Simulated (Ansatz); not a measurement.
An Ansatz (a program for electronic structure) run: PbF2 with a change (pressure −2 GPa); r2SCAN (Ansatz), no spin-orbit coupling.

Input:

Ansatz 0.2 input:
```yaml
crystal:
  lattice:
    - [0, 2.9738325855, 2.9738325855]
    - [2.9738325855, 0, 2.9738325855]
    - [2.9738325855, 2.9738325855, 0]
  atoms:
    - { symbol: Pb, position: [0, 0, 0] }
    - { symbol: F, position: [0.25, 0.25, 0.25] }
    - { symbol: F, position: [0.75, 0.75, 0.75] }
basis: { ecutwfc: 500, ecutrho_ratio: 4, xc_grid: 4, fft_grid_basis: typed }
kpoints: { mp_grid: { grid: [10, 10, 10] } }
hamiltonian:
  xc: r2scan
  dispersion: none
  pseudopotentials: { kind: paw }
scf: { occupations: { method: fermi_dirac, width: 0.05 } }
relax: { f_tol: 0.01, max_steps: 60, cell: { stress_tol: 0.02, p_target: -2.0 } }
output: { forces: true, stress: true }
checkpoint: { write: state.ck, write_every: 1000 }
```

Output (explanatory and most iteration lines left out):

```
Relaxation: its limit of steps is 60 (relax.max_steps)
Pseudopotential: Pb, paw, valence charge 14
Pseudopotential: F, paw, valence charge 7
Crystal: 3 atoms, lattice volume = 52.599 Å³
Basis set: ecut = 500 eV, 1363 PW (Γ), exchange–correlation on 128×128×128 points (64 copies of the dense FFT grid, shifted against one another)
Bands: 18, of which v1, the nominal top of the filled ones, is band 14 counted from 1 (13 counted from 0)
Symmetry: 48 space group operations
Space group: Fm-3m (ITA 225), of the structure as read, at distance tolerance 3.7e-5 Å
k-points: 47 of 1000
Functional: x = r2scan, c = r2scan; τ floored in thin density (d = 2e-4 eV/Å³)
SCF iter   1: F=—  HF=-13542.207880 eV  |F-HF|=—  |Δ(HF+E_count)|=         —  Δρ=9.38e-3  dr2=4.21e-2  dr2_τ=5.56e-2  ethr=1.77e-3  ⟨swp⟩=5.9  Hψ=4209  notcnv=0
SCF iter   2: F=—  HF=-13542.237254 eV  |F-HF|=—  |Δ(HF+E_count)|=   2.94e-2  Δρ=5.67e-3  dr2=5.87e-3  dr2_τ=1.50e-3  ethr=1.50e-4  ⟨swp⟩=2.0  Hψ=2068  notcnv=0
SCF 1 converged in 7 iterations: F = -13542.235834 eV  dr2 = 3.85e-9
relax step   1: F+E_penalty+E_count = -13542.23583440 eV  Δ(F+E_penalty+E_count) = +0.000e0 eV  max|allowed force component| = 1.311e-17 eV/Å  Δτ_max = 0.0000 Å  P = -1.000 GPa  Ω = 52.599 Å³  (7 SCF iters, dr2 threshold 1.00e-7 eV, accepted)
[... steps on the carried basis left out ...]
relax step   6: F+E_penalty+E_count = -13542.22870453 eV  Δ(F+E_penalty+E_count) = +1.881e-6 eV  max|allowed force component| = 5.474e-17 eV/Å  Δτ_max = 0.0000 Å  P = -2.000 GPa  Ω = 53.356 Å³  stress off target by 4.62e-4 GPa  SCF on the basis re-selected at this cell (its energy is not comparable with the rows above)  (4 SCF iters)
SCF converged after 4 iterations
Free energy (F): -13542.228705 eV
Internal energy: -13542.228705 eV  (E = F + TS)
E sigma→0 (E₀):  -13542.228705 eV
Fermi energy:    6.815605 eV
--- Forces (eV/Å), atoms counted from 1 ---
  atom   1  Pb    -0.00000000     0.00000000     0.00000000
  atom   2  F      0.00000000    -0.00000000    -0.00000000
  atom   3  F     -0.00000000     0.00000000     0.00000000
--- Stress (GPa, compression-positive) ---
       -2.000462      -0.000000       0.000000
       -0.000000      -2.000462      -0.000000
        0.000000      -0.000000      -2.000462
  P = ⅓ Tr σ = -2.0005 GPa (-20.005 kbar)
--- Relaxed structure (4 steps of the walk, 4 accepted, 2 SCFs on fresh bases) ---
  cell:  # Å, volume = 53.3561 Å³
    - [-2.555647532869454e-34, 2.988029140176974, 2.988029140176974]
    - [2.988029140176974, 1.8391108407435112e-34, 2.988029140176974]
    - [2.988029140176974, 2.988029140176974, -1.210150857812703e-34]
  atoms:
    - { symbol: Pb, position: [-1.4855473078402062e-34, 1.844777101486334e-34, 8.963879592625199e-35] }
    - { symbol: F, position: [0.24999999999999997, 0.24999999999999997, 0.24999999999999997] }
    - { symbol: F, position: [0.7499999999999999, 0.7499999999999999, 0.7499999999999999] }
```

With Pb present, leaving out spin-orbit coupling can change the band edges. Load acts through the strain it causes; cell and atoms are relaxed under it. Whether these cells are dynamically stable was not tested. The cell was made from PbF2 in the fluorite structure (space group Fm-3m, No. 225) by this change: pressure −2 GPa.
